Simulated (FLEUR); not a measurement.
Worked example: self-consistent single point of BaAl2Ga2 (I4/mmm, 5 atoms in the cell) in FLEUR.

Method: LDA (Perdew-Zunger), all-electron FLAPW (FLEUR), scalar-relativistic valence run with FLEUR.

```
Ba(AlGa)2
1.0
   -2.25718     2.25718     5.57623
    2.25718    -2.25718     5.57623
    2.25718     2.25718    -5.57623
Ba Al Ga
1 2 2
Direct
  0.00000   0.00000   0.00000
  0.75000   0.25000   0.50000
  0.25000   0.75000   0.50000
  0.37971   0.37971   0.00000
  0.62029   0.62029   0.00000
```

Reference input (self-consistent single point, DFT, PBEsol, all-electron FLAPW (FLEUR), scalar-relativistic valence): Kmax = 4.4 1/bohr; GmaxXC = 17.6 1/bohr; xcFunctional = PBEs; jspins = 1; l_soc = F; mode = gauss; fermiSmearingEnergy = 0.00367493 Htr; mesh (inpgen div1-3) = 7 7 7; inpgen gamma flag = false; Gmax = 17.6 1/bohr; numbands = 0; maxIterBroyd = 25. This run's input differs from it in these lines:

```diff
@@ -17,3 +17,3 @@
 &comp jspins=1 /
-&exco xctyp='PBEs' /
+&exco xctyp='pz' /
 &kpt div1=7 div2=7 div3=7 /
@@ -30,3 +30,3 @@
       <coreElectrons ctail="T" frcor="F" kcrel="0" coretail_lmax="0"/>
-      <xcFunctional name="PBEs" relativisticCorrections="F"/>
+      <xcFunctional name="pz" relativisticCorrections="F"/>
       <magnetism jspins="1"/>
```

Output, abridged:

```
 Iteration:     1   Distance:       4.74128569 me/bohr^3
 Iteration:     2   Distance:       4.34068822 me/bohr^3
 Iteration:     3   Distance:       2.36872896 me/bohr^3
 Iteration:     4   Distance:       0.53806227 me/bohr^3
 Iteration:     5   Distance:       0.44581421 me/bohr^3
   [... 8 lines left out ...]
 Iteration:    14   Distance:       0.00008705 me/bohr^3
 Iteration:    15   Distance:       0.00001792 me/bohr^3
 Iteration:    16   Distance:       0.00001398 me/bohr^3
 Iteration:    17   Distance:       0.00000123 me/bohr^3
 Reset of history
 Run finished successfully
 Stop message:
   Structural relaxation: new displacements generated

[file out, last iteration]
             iter=     18
[...]
          total density-effective poten   -2.0606353655E+04
          total charge density-energy d   -3.7315411536E+02
 Updated energy parameters for spin:           1
[...]
 fermi energy and band-weighting factors:
    0.517435

[...]
FERMIE:
          first approx. to ef    (T=0)  :   0.283768 htr   (energy of the highest occ. eigenvalue)
          number of occ. states  (T=0)  :        839
          first approx. to seigv (T=0)  :  -5.869342 htr
          sum of weights of occ. states :  21.011662
          sum of semicore charge        :   0.000000 e
          fermi energy=   0.28355 har   work function=  -7.71588 ev
          number of valence electrons=  42.00000
   [... lines left out ...]
          total moment                 =     0.00000
 Direct bandgap for spin            1 :    1.0116351565294279E-002  Htr
 ---->    free energy=                    -12499.7034507153 htr
   [... lines left out ...]
 TOTAL FORCE FOR ATOM TYPE=  1  X=  0.000   Y=  0.000   Z=  0.000
                       FX_TOT= 0.000000 FY_TOT= 0.000000 FZ_TOT= 0.000000
 TOTAL FORCE FOR ATOM TYPE=  2  X=  4.265   Y=  0.000   Z= -5.269
                       FX_TOT= 0.000000 FY_TOT= 0.000000 FZ_TOT= 0.000000
 TOTAL FORCE FOR ATOM TYPE=  3  X=  0.000   Y=  0.000   Z=  8.002
                       FX_TOT= 0.000000 FY_TOT= 0.000000 FZ_TOT= 0.001137
```

The run converged in 17 iterations. FLEUR gives forces in its relaxation mode, with a further iteration, so its stop message speaks of a relaxation. Against the reference run the largest force goes from 0.106 to 0.058 eV/Å.

The starting cell comes from a database of computed structures (which also holds hypothetical and non-ambient phases and stackings), without a prior relaxation at this level. Its lattice was rescaled by a random factor within 2.5 % of one. Values depend on the basis (sphere radii, cutoffs, local orbitals), which need not be converged. The log's line on a gap gives a spacing of levels on this mesh, which the program prints for metals too.

Cost on one core of a shared machine: roughly 6 min.
